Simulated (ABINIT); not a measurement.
Worked example: self-consistent single point of K3Cd (Fm-3m, 4 atoms in the cell) in ABINIT.

Computed with LDA (PW92), PAW (JTH v2.0 LDA PAW) (plane waves; ABINIT 10.0.3).

The change in words: lattice scaled by 0.98. Reference geometry:
```xyz
4
Lattice="0.0000 4.6103 4.6103 4.6103 0.0000 4.6103 4.6103 4.6103 0.0000" Properties=species:S:1:pos:R:3 pbc="T T T"
K      2.3052     2.3052     2.3052
K      6.9155     6.9155     6.9155
K      4.6103     4.6103     4.6103
Cd     0.0000     0.0000     0.0000
```

Reference input (self-consistent single point, DFT, LDA (PW92), plane waves, PAW (JTH v2.0 LDA PAW)): pseudos = [K.LDA_PW-JTH.xml, Cd.LDA_PW-JTH.xml]; ecut = 42 Ry; pawecutdg = 84 Ry; pawxcdev = 0; occopt = 7; tsmear = 0.00183747 Ha; ngkpt = 4 4 4; nshiftk = 1; shiftk = 0 0 0; potentials = JTH v2.0 LDA PAW; nband = 27; kptopt = 1. This run's input differs from it in these lines:

```diff
@@ -3,6 +3,6 @@
 pseudos "K.LDA_PW-JTH.xml, Cd.LDA_PW-JTH.xml"
-acell 12.3210244523 12.3210244523 12.3210244523
+acell 12.0746034288 12.0746034288 12.0746034288
 rprim
-        -0.0000000000    0.7071067812    0.7071067812
-         0.7071067812   -0.0000000000    0.7071067812
+         0.0000000000    0.7071067812    0.7071067812
+         0.7071067812    0.0000000000    0.7071067812
          0.7071067812    0.7071067812   -0.0000000000
```

Output, abridged:

```
--- !BeginCycle
solver: {iscf: 17, nstep: 80, nline: 4, wfoptalg: 10, }
tolerances: {toldfe: 1.00E-09, }
...

     iter   Etot(hartree)      deltaE(h)  residm     nres2
 ETOT  1  -132.83241816381    -1.328E+02 2.126E-01 3.961E+01
 ETOT  2  -133.37003422505    -5.376E-01 1.201E-02 2.706E+01
 ETOT  3  -133.34134054884     2.869E-02 6.023E-03 8.941E+00
 ETOT  4  -133.33645131473     4.889E-03 2.980E-03 3.200E+00
 ETOT  5  -133.33374827654     2.703E-03 3.509E-03 5.910E-01
   [... 14 lines left out ...]
 ETOT 20  -133.33344409570     1.152E-08 5.490E-06 2.630E-07
 ETOT 21  -133.33344409699    -1.285E-09 4.523E-06 5.043E-07
 ETOT 22  -133.33344409712    -1.365E-10 2.391E-06 2.593E-08
 ETOT 23  -133.33344409732    -1.923E-10 1.973E-06 2.781E-09
 At SCF step   23, etot is converged :
  for the second time, diff in etot=  1.923E-10 < toldfe=  1.000E-09

 Cartesian components of stress tensor (hartree/bohr^3)
  sigma(1 1)=  1.68000258E-05  sigma(3 2)=  0.00000000E+00
  sigma(2 2)=  1.68000258E-05  sigma(3 1)=  0.00000000E+00
  sigma(3 3)=  1.68000258E-05  sigma(2 1)=  0.00000000E+00

 ----iterations are completed or convergence reached----

 reduced coordinates (array xred) for    4 atoms
       0.250000000000      0.250000000000      0.250000000000
       0.750000000000      0.750000000000      0.750000000000
       0.500000000000      0.500000000000      0.500000000000
       0.000000000000      0.000000000000      0.000000000000
 cartesian forces (eV/Angstrom) at end:
    1     -0.00000000000000    -0.00000000000000     0.00000000000000
   [... lines left out ...]
 Fermi (or HOMO) energy (eV) =   2.33369   Average Vxc (eV)=  -7.22832
   [... lines left out ...]
'-kT*entropy'       : -5.68858716806355E-04
total_energy        : -1.33333412848574E+02
total_energy_eV     : -3.62818667838640E+03
...

-Cartesian components of stress tensor (GPa)         [Pressure= -4.9427E-01 GPa]
- sigma(1 1)=  4.94273742E-01  sigma(3 2)=  0.00000000E+00
- sigma(2 2)=  4.94273742E-01  sigma(3 1)=  0.00000000E+00
- sigma(3 3)=  4.94273742E-01  sigma(2 1)=  0.00000000E+00

 Calculation completed.
```

The run converged in 23 iterations. Against the reference run the free energy drops by 11.4 meV/atom and the pressure goes from -0.79 to -0.49 GPa.

The starting cell comes from a database of computed structures (which also holds hypothetical and non-ambient phases and stackings), without a prior relaxation at this level. For this run, on top of that: lattice scaled by 0.98.

Cost on one core of a shared machine: roughly 2 min.
